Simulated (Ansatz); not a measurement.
Consider this model of amorphous Au40Si10.

```xyz
50
Lattice="9.6307 0.7662 0.6074 0.7662 9.7403 0.7307 0.6074 0.7307 9.9228" Properties=species:S:1:pos:R:3 pbc="T T T"
Au    10.2090     8.1497     2.6922
Au     2.5720     7.9195     8.0943
Au     1.4697     8.0984     4.8468
Au     7.2979    10.3444     3.9666
Au     9.5037     5.0548     9.5572
Au     2.1046     1.0395     6.4759
Au     6.8854     5.3609     3.1426
Au     9.6422     4.0418     3.1754
Au     1.0719     5.3862     4.3370
Au     8.4548     7.9676     4.9493
Au     6.9154     4.1807     7.3304
Au     4.6532     1.4227     5.1866
Au     7.9619    10.1702     6.9039
Au     7.7109     7.7234     1.4535
Au     4.6936     4.4392     5.1836
Au     7.1332     2.9908     4.6844
Au     9.6343     1.7891     5.0561
Au     2.5583     1.9119     0.4363
Au     3.7338     5.9800     3.0122
Au     9.7392     4.0998     6.8601
Au     9.3464     7.8617     8.5610
Au     4.1789     3.1462     7.6203
Au     8.9664     2.0784     8.8240
Au     0.2490     0.5491     1.6148
Au     5.7736     3.7871     9.9321
Au     3.0002     9.9682     9.9299
Au     2.7344     6.2518    10.3064
Au     6.2742     6.7111     6.0432
Au     4.8012     2.9865     2.7291
Au     4.1865     8.5910     5.8444
Au     5.4766     9.7018     8.3570
Au     5.7709     7.9767     3.5132
Au     5.9967     9.9563     1.2359
Au     7.4869     2.8487     1.6111
Au     2.3001     2.8188     4.3097
Au     2.0910     5.2182     7.4426
Au     7.0441     6.2110    10.2454
Au     4.7972     6.0952     8.4196
Au     5.1224     8.1674    10.6696
Au     3.1587     0.4490     2.7755
Si     8.2659     5.3423     5.2778
Si    10.3061    10.0278     7.8258
Si     9.3435     5.8779     1.5135
Si     6.9159     7.7234     8.2185
Si     1.7716     2.7629     8.2860
Si     8.5802    10.0714     1.8276
Si     2.5388     3.7960     2.0409
Si     3.2131     6.3456     5.5885
Si     2.8536     8.3517     2.3632
Si     6.4326     1.8608     8.1674
```

The numbers are results of PBE, scalar-relativistic without spin-orbit coupling (plane waves to 420 eV, PAW; Ansatz, a first-principles code), not measurements.

It comes from a melt-quench run on a machine-learned potential (CHGNet), relaxed afterwards by DFT. The hot cell started wider than the set density and was brought back towards it in steps. It is the lowest in DFT energy of 3 quenches. It is a model cell: composition and starting density were chosen by hand, and all elements were melted together. No dispersion term was used. Its density started from a set value of 16.04 and ended at 14.78 g/cm³. The simulated quench (nominally 84 K/ps over its main leg) is rapid and tends to freeze in more defects than a deposited or slowly cooled glass has. One small periodic cell is one sample of the glass; other quenches scatter about these values. Volume and shape were free in the relaxation. Stress components on the final sampling reach 1.6 GPa. On a 2×2×2 Γ-centred mesh force components of up to 0.29 eV/Å stay, since the relaxation ran on one k-point at (1/4, 1/4, 1/4).

Bonds are counted up to Au-Au 3.36 Å, Au-Si 2.90 Å, Si-Si 2.66 Å.

Q: Give the coordination numbers, mean bond lengths and angles.

A: 
| Property | Result |
|---|---|
| Mean coordination of Au | 9.65 (6 with 8, 10 with 9, 17 with 10, 6 with 11, 1 with 12) |
| Mean coordination of Si | 6.60 (2 with 5, 2 with 6, 4 with 7, 2 with 8) |
| Mean Au-Au bond | 2.963 Å (spread 0.136 Å, 160 counted) |
| Mean Au-Si bond | 2.575 Å (spread 0.103 Å, 66 counted) |
| Bond angle at Au | mean 97.6°, spread 33.2° |
| Bond angle at Si | mean 100.9°, spread 29.2° |
